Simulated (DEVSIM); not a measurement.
System: W/SiO2/p-Si capacitor, at 300 K.

| layer (left to right) | material | thickness (nm) | Na (cm⁻³) |
|---|---|---|---|
| 1 | SiO2 | 10.0 | - |
| 2 | Si | 8500 | 4.6e15 |

Metal gate on the left, work function 4.6 eV. Fixed charge at the semiconductor interface 0 cm⁻² (in units of +e); interface traps 1e10 cm⁻² eV⁻¹, uniform in energy, neutral level at 0.3 of the gap above the valence band.

The device is made up for the run: typed textbook-type constants, with dimensions and the other settings drawn at random. Values at 300 K.

| parameter | SiO2 | Si |
|---|---|---|
| gap (eV) | 9 | 1.124 |
| affinity (eV) | 0.9 | 4.05 |
| permittivity | 3.9 | 11.7 |
| Nc (cm⁻³) | - | 2.86e19 |
| Nv (cm⁻³) | - | 3.1e19 |

Model (solved in DEVSIM): 1D Poisson equation in equilibrium, Boltzmann statistics, complete ionisation; no quantum confinement or tunnelling. Metal contacts follow the ideal Schottky-Mott rule: no Fermi-level pinning, no interface dipoles.

**Question.** Tabulate band edges, carrier densities and field at 0.2 V on the gate.

**Answer.** Energies count from the Fermi level of the right contact; mesh points crowd at the junctions.

| x (μm) | Ec (eV) | Ev (eV) | n (cm⁻³) | p (cm⁻³) | field (V/cm) |
|---|---|---|---|---|---|
| 0.000 | 3.500 | -5.500 | < 1e2 | < 1e2 | 77000 |
| 0.001464 | 3.511 | -5.489 | < 1e2 | < 1e2 | 77000 |
| 0.004333 | 3.533 | -5.467 | < 1e2 | < 1e2 | 77000 |
| 0.007736 | 3.560 | -5.440 | < 1e2 | < 1e2 | 77000 |
| 0.009993 | 3.577 | -5.423 | < 1e2 | < 1e2 | 55000 |
| 0.01155 | 0.431 | -0.693 | 1.7e12 | 7.0e7 | 25000 |
| 0.01537 | 0.440 | -0.684 | 1.1e12 | 1.0e8 | 25000 |
| 0.03024 | 0.476 | -0.648 | 2.8e11 | 4.1e8 | 24000 |
| 0.06050 | 0.545 | -0.579 | 2.0e10 | 5.8e9 | 22000 |
| 0.1335 | 0.683 | -0.441 | 9.6e7 | 1.2e12 | 16000 |
| 0.3098 | 0.863 | -0.261 | 92000 | 1.3e15 | 4600 |
| 0.9944 | 0.896 | -0.228 | 25000 | 4.6e15 | ≈ 0 |
| 2.388 | 0.896 | -0.228 | 25000 | 4.6e15 | ≈ 0 |
| 5.270 | 0.896 | -0.228 | 25000 | 4.6e15 | ≈ 0 |
| 7.521 | 0.896 | -0.228 | 25000 | 4.6e15 | ≈ 0 |
| 8.101 | 0.896 | -0.228 | 25000 | 4.6e15 | ≈ 0 |
| 8.341 | 0.896 | -0.228 | 25000 | 4.6e15 | ≈ 0 |
| 8.441 | 0.896 | -0.228 | 25000 | 4.6e15 | ≈ 0 |
| 8.490 | 0.896 | -0.228 | 25000 | 4.6e15 | ≈ 0 |
| 8.502 | 0.896 | -0.228 | 25000 | 4.6e15 | ≈ 0 |
| 8.508 | 0.896 | -0.228 | 25000 | 4.6e15 | ≈ 0 |
| 8.510 | 0.896 | -0.228 | 25000 | 4.6e15 | ≈ 0 |
